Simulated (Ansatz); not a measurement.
## What pressure 30 GPa does to Se

The reference is Se (space group P3_121, No. 152; a = 4.507 Å, c = 4.989 Å; made of chains).

The change: cell and atoms relaxed at a pressure of 30 GPa.

Level of theory: r2SCAN in Ansatz (plane waves to 500 eV, PAW, spin-orbit coupling left out), earlier PAW set. Settings: 9×9×7 k-points, 0.05 eV Fermi–Dirac smearing.

The volume per atom decreases by 11.68 Å³ to 17.57 Å³ and the density rises by 2.98 g/cm³, from 4.48 g/cm³ to 7.46 g/cm³. The c/a ratio increases by 0.363 (1.107 → 1.470) and the shortest interatomic distance grows by 0.050 Å (2.373 Å → 2.423 Å). The enthalpy H = E + PV relative to the base's energy comes out as +3.86 eV/atom and the band gap becomes zero (base: 1.33 eV).

A case with no gap was solved on a k-mesh chosen for an insulator, which is coarse for it. From pressure 30 GPa on, the axis ratios lie over 15 % from the base's, so the cell there is far from its starting form. Load acts through the strain it causes; cell and atoms are relaxed under it. No phonon test of stability was made. No other phases were tried under pressure. No dispersion term is included, though the crystal is made of layers, chains or molecules, so its spacings can come out too wide. The zero or small gap of Se under pressure 30 GPa can change with the level of theory.

Ansatz is a program for electronic structure.
